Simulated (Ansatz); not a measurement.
Consider Nb-vacancy pair (Nb on one host Ti site, one O site vacant) in rutile TiO2, charge state +3. Method: PBE, PAW (plane waves to 420 eV; Ansatz, a quantum-chemistry and plane-wave program).

Cell of 72 host sites held at the relaxed PBE lattice; one k-point at (0.250, 0.250, 0.250); Fermi-Dirac width 0.01 eV, spin-restricted; finite-size errors left in. No zero-point or tunnelling terms. The charge state is imposed; whether it is stable for some Fermi level was not computed. Forms of the defect that were not tried may lie lower. The start lies 0.46 eV above the lowest site run (PBE).

Barriers: single points on a 2×2×2 k-point mesh shifted by half a step at the bands' geometries.

The step: a nearby O atom hops onto the vacant site (Nb-vacancy distance between ideal sites 2.00 → 4.56 Å). Atoms about the jump, Cartesian Å from the middle of the jump, before and after:

```tsv
atom	x0	y0	z0	x1	y1	z1
O1	0.85	0.84	0.00	-0.85	-0.84	0.00
Ti2	0.16	0.18	1.65	-0.15	-0.17	1.66
Ti3	0.20	0.15	-1.65	-0.15	-0.19	-1.66
O4	1.35	-1.40	1.47	1.39	-1.35	1.46
O5	1.34	-1.42	-1.45	1.40	-1.34	-1.47
O6	-1.40	1.34	1.44	-1.35	1.40	1.45
O7	-1.41	1.33	-1.47	-1.35	1.40	-1.45
Ti8	2.32	-2.33	-0.09	2.38	-2.37	-0.03
O9	0.92	0.94	3.05	0.87	0.89	2.92
O10	0.94	0.92	-3.05	0.87	0.89	-2.92
O11	-0.88	-0.88	2.92	-0.94	-0.94	3.04
O12	-0.88	-0.89	-2.92	-0.94	-0.94	-3.05
Ti13	2.29	2.31	0.08	2.51	2.56	0.04
Ti14	-2.28	2.28	0.07	-2.22	2.24	0.00
Nb15	-2.55	-2.54	0.03	-2.36	-2.31	0.08
```

Task: Give the saddle-point geometry and the barrier.

Result: 
| atom | x | y | z |
|---|---|---|---|
| O1 | 0.09 | -0.05 | 0.00 |
| Ti2 | -0.18 | 0.18 | 1.73 |
| Ti3 | -0.17 | 0.17 | -1.73 |
| O4 | 1.45 | -1.47 | 1.55 |
| O5 | 1.44 | -1.47 | -1.56 |
| O6 | -1.48 | 1.46 | 1.49 |
| O7 | -1.48 | 1.45 | -1.50 |
| Ti8 | 2.21 | -2.21 | -0.01 |
| O9 | 0.90 | 0.91 | 3.03 |
| O10 | 0.90 | 0.91 | -3.03 |
| O11 | -0.93 | -0.91 | 3.02 |
| O12 | -0.93 | -0.91 | -3.03 |
| Ti13 | 2.48 | 2.45 | 0.03 |
| Ti14 | -2.45 | 2.44 | -0.01 |
| Nb15 | -2.49 | -2.51 | 0.02 |
It lies 0.79 eV above the start and 1.04 eV above the end. The saddle point's order was not checked.
